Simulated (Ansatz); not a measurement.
N on the 1x1 (111) surface of fcc Cu, one in a 2x1 cell, energies for each (11.4 Å²). Energies are against ½ N2(g), without zero-point or thermal terms; each row is named by its start.

Calculation: PBE (plane waves to 420 eV, PAW; Ansatz, a program for electronic structure).

Model: 9-atom slab, 6.2 Å thick at the start under the adsorbate (thin: gaps and levels are the slab's own), 6x12x1 mesh, Fermi-Dirac 0.1 eV, dipole correction, 4 atoms held, the rest relaxed; each run with such symmetry as its start has; spin-polarised, no spin-orbit, no U, no dispersion correction.

A negative adsorption energy means that the adsorbate is more stable on the surface than in its reference. Heights count from the host atoms within 0.3 Å of the top one.

```csv
starting site,E_ads (eV),height (Å),nearest host atom (Å),bonded to,Δ work function (eV),lateral drift (Å),moment (μB)
top Cu,2.16,1.04,Cu 1.82,3 Cu,1.86,1.4,0.0
hollow Cu-Cu-Cu over Cu at depth 2.1 Å,2.16,1.04,Cu 1.82,3 Cu,1.86,0.1,0.0
hollow Cu-Cu-Cu over Cu at depth 4.1 Å,2.08,1.03,Cu 1.82,3 Cu,1.83,0.1,0.0
bridge Cu-Cu (span 2.6 Å),2.08,1.03,Cu 1.82,3 Cu,1.84,0.8,0.0
```
